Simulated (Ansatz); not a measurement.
## CH3 on the 1x1 (111) surface of fcc Pt, one in a 2x2 cell, started at the site 'bridge Pt-Pt (span 2.8 Å)'

The numbers are results of r2SCAN, at the PBE geometry (plane waves to 500 eV, PAW; Ansatz, a program for electronic structure), not measurements.

Model: 20-atom slab, 6.9 Å thick at the start under the adsorbate (thin: gaps and levels are the slab's own), 6x6x1 mesh, Fermi-Dirac 0.1 eV, dipole correction, single point; no symmetry held, on the structure that PBE left; no spin, no spin-orbit, no U, no dispersion correction. At the end it is bonded to Pt. In PBE it is, or lies within 0.03 eV of, the lowest of the starts that converged; the order may differ at this level.

```
Quantity                                                                                                                                         Result
--------------------------------------------------------------------------------------  ---------------------------------------------------------------
adsorption energy against CH4(g) − ½ H2(g) at the same level                                                                                    0.31 eV
work function of the top face                                                                                                                   4.91 eV
change of the work function                                                                                                                    -0.84 eV
change of the step from the bottom to the top vacuum level, against the clean slab                                                             -0.82 eV
height of the binding atom over the mean of the host atoms within 0.3 Å of the top one                                                          2.239 Å
nearest host atoms of the binding atom                                                                         Pt at 2.07 Å, Pt at 3.62 Å, Pt at 3.62 Å
note                                                                                    in the relaxation the adsorbate left its starting site by 1.4 Å
cost                                                                                                                             roughly 8 core-minutes
```

A negative adsorption energy means that the adsorbate is more stable on the surface than in its reference.
